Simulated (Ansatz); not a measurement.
Functionals compared on the (100) surface of cubic CsSnI3 (a phase of room or higher temperature, not the 0 K ground state) in its 1x1 cell (cut with top plane Cs + I, bottom plane Cs + I), relaxed from an ideal cut (the real face may reconstruct), outermost plane spacing 3.14 Å in the ideal cut (one of several cuts of this face), with 1 Cs, 1 I a cell over the bulk's ratio, in Ansatz (plane waves, PAW). The structure was relaxed with PBE; the other rows are single points on it. Cutoff 420 eV (500 eV for r2SCAN). HSE06 used the coarser mesh 3x3x1.

Slab: 12 atoms, Cs3I7Sn2, 12.6 Å thick at the start; k 4x4x1, smearing 0.025 eV, dipole-corrected; all atoms relaxed; symmetry of the start imposed; no spin, no spin-orbit, no U. These notes are the PBE run's.

```csv
functional,gap of the slab on its k-mesh (eV),highest filled level below the top vacuum level (eV),rough cost of the single point
PBE,0.89,4.20,–
LDA,0.86,4.49,very roughly 50 core-seconds
PBEsol,(withheld),(withheld),roughly 50 core-seconds
RPBE,0.92,4.10,around 40 core-seconds (rough)
r2SCAN,1.04,4.25,around 80 core-seconds (rough)
```

Some entries are withheld; supply them.


- PBEsol, gap of the slab on its k-mesh (eV): 0.84
- PBEsol, highest filled level below the top vacuum level (eV): 4.25

Ansatz is a quantum-chemistry and plane-wave program.
